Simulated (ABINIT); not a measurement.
## Input and output of a self-consistent single point for ZnGe₃ (Pm-3m, 4 atoms in the cell) (ABINIT)

Method of the run: PBEsol, PAW (JTH v2.0 PBE PAW, files made for PBE) (plane waves; ABINIT 10.0.3).

Input:

```
# ZnGe3, JTH v2.0 PBE PAW
pp_dirpath "./"
pseudos "Zn.GGA_PBE-JTH.xml, Ge.GGA_PBE-JTH.xml"
acell 4.2223600000 4.2223600000 4.2223600000 Angstrom
rprim
         1.0000000000    0.0000000000    0.0000000000
         0.0000000000    1.0000000000    0.0000000000
         0.0000000000    0.0000000000    1.0000000000
natom 4
ntypat 2
znucl 30 32
typat 1 2 2 2
xred
         0.0000000000    0.0000000000    0.0000000000
         0.0000000000    0.5000000000    0.5000000000
         0.5000000000    0.0000000000    0.5000000000
         0.5000000000    0.5000000000    0.0000000000
ecut 30 Ha
pawecutdg 60 Ha
ixc -116133
occopt 7
tsmear 0.136 eV
nband 35
kptopt 1
ngkpt 10 10 10
nshiftk 1
shiftk 0 0 0
nstep 50
tolvrs 1.0e-11
prtwf 0
prtden 0
prtvol 1
enunit 2
```

Output (repeated stretches shortened):

```
 Symmetries : space group Pm -3 m (#221); Bravais cP (primitive cubic)

 -outvars: echo values of preprocessed input variables --------
            acell      7.9791040345E+00  7.9791040345E+00  7.9791040345E+00 Bohr
             ecut      3.00000000E+01 Hartree
           enunit           2
              ixc     -116133
         kptrlatt       10    0    0      0   10    0      0    0   10
          kptrlen      7.97910403E+01
            natom           4
            nband          35
            ngfft          40      40      40
          ngfftdg          60      60      60
             nkpt          56
            nstep          50
             nsym          48
           ntypat           2
           occopt           7
        pawecutdg      6.00000000E+01 Hartree
          spgroup         221
           tolvrs      1.00000000E-11
           tsmear      4.99790825E-03 Hartree
            typat      1  2  2  2
           useylm           1
             xred      0.0000000000E+00  0.0000000000E+00  0.0000000000E+00
                       0.0000000000E+00  5.0000000000E-01  5.0000000000E-01
                       5.0000000000E-01  0.0000000000E+00  5.0000000000E-01
                       5.0000000000E-01  5.0000000000E-01  0.0000000000E+00
            znucl       30.00000   32.00000

== DATASET  1 ==================================================================

 Real(R)+Recip(G) space primitive vectors, cartesian coordinates (Bohr,Bohr^-1):
 R(1)=  7.9791040  0.0000000  0.0000000  G(1)=  0.1253274  0.0000000  0.0000000
 R(2)=  0.0000000  7.9791040  0.0000000  G(2)=  0.0000000  0.1253274  0.0000000
 R(3)=  0.0000000  0.0000000  7.9791040  G(3)=  0.0000000  0.0000000  0.1253274
 Unit cell volume ucvol=  5.0799844E+02 bohr^3
 Angles (23,13,12)=  9.00000000E+01  9.00000000E+01  9.00000000E+01 degrees

 Coarse grid specifications (used for wave-functions):

 getcut: wavevector=  0.0000  0.0000  0.0000  ngfft=  40  40  40
         ecut(hartree)=     30.000   => boxcut(ratio)=   2.03320

 Fine grid specifications (used for densities):

 getcut: wavevector=  0.0000  0.0000  0.0000  ngfft=  60  60  60
         ecut(hartree)=     60.000   => boxcut(ratio)=   2.15653

   3.72789457E+03                                ecore*ucvol(ha*bohr**3)

 newkpt: prtvol=0 or 1, do not print more k-points.
_setup2: Arith. and geom. avg. npw (full set) are    3986.801    3986.782

--- !BeginCycle
solver: {iscf: 17, nstep: 50, nline: 4, wfoptalg: 10, }
tolerances: {tolvrs: 1.00E-11, }
...

     iter   Etot(hartree)      deltaE(h)  residm     nres2
 ETOT  1  -348.42376992657    -3.484E+02 2.950E+00 8.247E+00
 ETOT  2  -350.94342587980    -2.520E+00 1.836E-01 3.172E+00
 ETOT  3  -350.93513788291     8.288E-03 2.599E-01 7.680E-01
 ETOT  4  -350.93583557312    -6.977E-04 9.860E-02 1.720E-01
 ETOT  5  -350.93643849484    -6.029E-04 2.070E-02 2.903E-02
 ETOT  6  -350.93645406109    -1.557E-05 1.941E-02 6.149E-03
   [... 18 lines left out ...]
 ETOT 25  -350.93644244762     7.026E-11 7.617E-04 7.449E-09
 ETOT 26  -350.93644244761     9.493E-12 1.711E-03 4.092E-09
 ETOT 27  -350.93644244761     7.958E-12 6.579E-04 3.395E-10
 ETOT 28  -350.93644244760     6.594E-12 1.428E-03 4.876E-11
 ETOT 29  -350.93644244760    -4.718E-12 5.314E-04 7.959E-12

 At SCF step   29       nres2   =  7.96E-12 < tolvrs=  1.00E-11 =>converged.

 Cartesian components of stress tensor (hartree/bohr^3)
  sigma(1 1)=  1.40136178E-04  sigma(3 2)=  0.00000000E+00
  sigma(2 2)=  1.40136178E-04  sigma(3 1)=  0.00000000E+00
  sigma(3 3)=  1.40136178E-04  sigma(2 1)=  0.00000000E+00

 ----iterations are completed or convergence reached----

 reduced coordinates (array xred) for    4 atoms
       0.000000000000      0.000000000000      0.000000000000
       0.000000000000      0.500000000000      0.500000000000
       0.500000000000      0.000000000000      0.500000000000
       0.500000000000      0.500000000000      0.000000000000
 cartesian forces (eV/Angstrom) at end:
    1     -0.00000000000000    -0.00000000000000    -0.00000000000000
    2     -0.00000000000000    -0.00000000000000    -0.00000000000000
    3     -0.00000000000000    -0.00000000000000    -0.00000000000000
    4     -0.00000000000000    -0.00000000000000    -0.00000000000000
 frms,max,avg= 0.0000000E+00 0.0000000E+00   0.000E+00  0.000E+00  0.000E+00 e/A
 length scales=  7.979104034451  7.979104034451  7.979104034451 bohr
              =  4.222360000000  4.222360000000  4.222360000000 angstroms
 Fermi (or HOMO) energy (hartree) =   0.32064   Average Vxc (hartree)=  -0.38312
 Eigenvalues (hartree) for nkpt=  56  k points:
 kpt#   1, nband= 35, wtk=  0.00100, kpt=  0.0000  0.0000  0.0000 (reduced coord)
  -0.58801   -0.58801   -0.58801   -0.58760   -0.58623   -0.58623   -0.58491   -0.58491
  -0.58491   -0.58416   -0.58416   -0.58318   -0.58267   -0.58267   -0.58267   -0.13972
   0.04839    0.04839    0.05918    0.05918    0.05918    0.13292    0.13292    0.18626
   0.18626    0.18626    0.26699    0.42296    0.42296    0.42296    0.48089    0.48089
   0.48089    0.58823    0.58823
      occupation numbers for kpt#   1
   2.00000    2.00000    2.00000    2.00000    2.00000    2.00000    2.00000    2.00000
   2.00000    2.00000    2.00000    2.00000    2.00000    2.00000    2.00000    2.00000
   2.00000    2.00000    2.00000    2.00000    2.00000    2.00000    2.00000    2.00000
   2.00000    2.00000    2.00000    0.00000    0.00000    0.00000    0.00000    0.00000
   0.00000    0.00000    0.00000
 prteigrs : prtvol=0 or 1, do not print more k-points.

 Fermi (or HOMO) energy (eV) =   8.72516   Average Vxc (eV)= -10.42533
 Eigenvalues (   eV  ) for nkpt=  56  k points:
 kpt#   1, nband= 35, wtk=  0.00100, kpt=  0.0000  0.0000  0.0000 (reduced coord)
 -16.00066  -16.00066  -16.00066  -15.98938  -15.95209  -15.95209  -15.91608  -15.91608
 -15.91608  -15.89577  -15.89577  -15.86907  -15.85528  -15.85528  -15.85528   -3.80192
   1.31677    1.31677    1.61027    1.61027    1.61027    3.61688    3.61688    5.06827
   5.06827    5.06827    7.26515   11.50927   11.50927   11.50927   13.08574   13.08574
  13.08574   16.00665   16.00667
 prteigrs : prtvol=0 or 1, do not print more k-points.

--- !EnergyTerms
comment             : Components of total free energy in Hartree
kinetic             :  2.59254274540764E+01
hartree             :  6.66090776661206E+01
xc                  : -8.55271383905361E+00
Ewald energy        : -2.09868724947839E+02
psp_core            :  7.33839761111703E+00
local_psp           : -2.41850529106255E+02
spherical_terms     :  9.46311535095808E+00
internal            : -3.50935949810875E+02
'-kT*entropy'       : -4.91820060134947E-04
total_energy        : -3.50936441630935E+02
total_energy_eV     : -9.54946622368186E+03
...

-Cartesian components of stress tensor (GPa)         [Pressure= -4.1229E+00 GPa]
- sigma(1 1)=  4.12294801E+00  sigma(3 2)=  0.00000000E+00
- sigma(2 2)=  4.12294801E+00  sigma(3 1)=  0.00000000E+00
- sigma(3 3)=  4.12294801E+00  sigma(2 1)=  0.00000000E+00

 Calculation completed.
```

The run converged in 29 iterations.

The starting cell comes from a database of computed structures (which also holds hypothetical and non-ambient phases and stackings), without a prior relaxation at this level. The potentials were made for another functional than the one used. With a pressure of about -4 GPa the cell is away from its equilibrium volume at this level.

These are the values that this program gave, and no reference: the one-centre exchange-correlation terms come from a truncated expansion.

Cost on one core of a shared machine: roughly 20 min.
